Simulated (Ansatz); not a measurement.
# What x(As) = 0.333, 6 atoms, P3m1 does to BN

The reference is BN in the zinc blende structure (space group F-43m, No. 216; a = 3.605 Å).

The other end (x = 1) is BAs in the zinc blende structure (space group F-43m, No. 216): 13.55 Å³/atom, gap 1.08 eV.

It is then changed as follows: As replaces 33.3 % of the N, ordered in a cell of 6 atoms (starting symmetry P3m1) and fully relaxed.

Calculations: Ansatz (a first-principles code) PBEsol, spin-orbit coupling left out, earlier PAW set. Settings: 19×19×7 k-points, 0.05 eV Fermi–Dirac smearing, for the changed cell.

The volume per atom rises by 2.31 Å³ to 8.17 Å³ and the density rises by 1.07 g/cm³ to 4.59 g/cm³. The band gap changes from 4.29 eV to zero and the mixing energy comes out as +0.69 eV/atom (to 0.01 eV only: unlike meshes or grids). The deviation of the volume from the linear (Vegard-type) interpolation is -3.0 % and the mean first-shell distances is N–B 1.659 Å (end compound 1.561 Å), As–B 1.948 Å (end compound 2.064 Å).

Final structure:

```yaml
crystal:
  lattice:
    - [2.81627, 0.00000, 0.00000]
    - [-1.40813, 2.43896, 0.00000]
    - [0.00000, 0.00000, 7.13429]
  atoms:
    - { symbol: N, position: [0.00000, 0.00000, 0.73191] }
    - { symbol: N, position: [0.33333, 0.66667, 0.44449] }
    - { symbol: As, position: [0.66667, 0.33333, 0.08611] }
    - { symbol: B, position: [0.00000, 0.00000, 0.94730] }
    - { symbol: B, position: [0.33333, 0.66667, 0.66259] }
    - { symbol: B, position: [0.66667, 0.33333, 0.37759] }
```

Cost of the whole job for the changed cell (relaxation, final SCF and bands): roughly 3 core-minutes.

These are small ordered cells, not random alloys; other orderings at the same x differ. Whether these cells are dynamically stable was not tested. All final runs are without spin polarisation.
